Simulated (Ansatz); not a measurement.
**BaHfO3, response to strain**

Consider BaHfO₃ in the cubic perovskite structure (space group Pm-3m, No. 221; a = 4.158 Å). Axes: x, y, z lie along the cube axes.

Strains are applied to the cell and any free atomic positions relax.

Level of theory: plane-wave PAW DFT at the PBEsol level (Ansatz, a first-principles code, 420 eV), no spin-orbit coupling.

Notes on the quantities. energy relative to the base: free energy F; pressure: mean of the normal stresses, compression positive.

```json
[
 {"variant": "base", "energy relative to the base": "0 meV/atom", "band gap": "3.58 eV", "smallest direct gap": "3.67 eV", "pressure": "0.00 GPa"},
 {"variant": "tensor shear ε_xy = +2.00 %", "energy relative to the base": "+6.6 meV/atom", "band gap": "3.39 eV", "smallest direct gap": "3.40 eV", "pressure": "0.09 GPa"},
 {"variant": "tensor shear ε_xy = +0.67 %", "energy relative to the base": "+0.7 meV/atom", "band gap": "3.52 eV", "smallest direct gap": "3.58 eV", "pressure": "0.01 GPa"},
 {"variant": "tensor shear ε_xy = +1.67 %", "energy relative to the base": "+4.6 meV/atom", "band gap": "3.42 eV", "smallest direct gap": "3.45 eV", "pressure": "0.06 GPa"},
 {"variant": "tensor shear ε_xy = +1.33 %", "energy relative to the base": "+2.9 meV/atom", "band gap": "3.45 eV", "smallest direct gap": "3.50 eV", "pressure": "0.04 GPa"},
 {"variant": "tensor shear ε_xy = +1.00 %", "energy relative to the base": "+1.6 meV/atom", "band gap": "3.49 eV", "smallest direct gap": "3.54 eV", "pressure": "0.02 GPa"},
 {"variant": "tensor shear ε_xy = +0.33 %", "energy relative to the base": "+0.2 meV/atom", "band gap": "3.55 eV", "smallest direct gap": "3.63 eV", "pressure": "0.00 GPa"}
]
```

With Hf present, leaving out spin-orbit coupling can change the band edges. Stability against distortions was not tested.
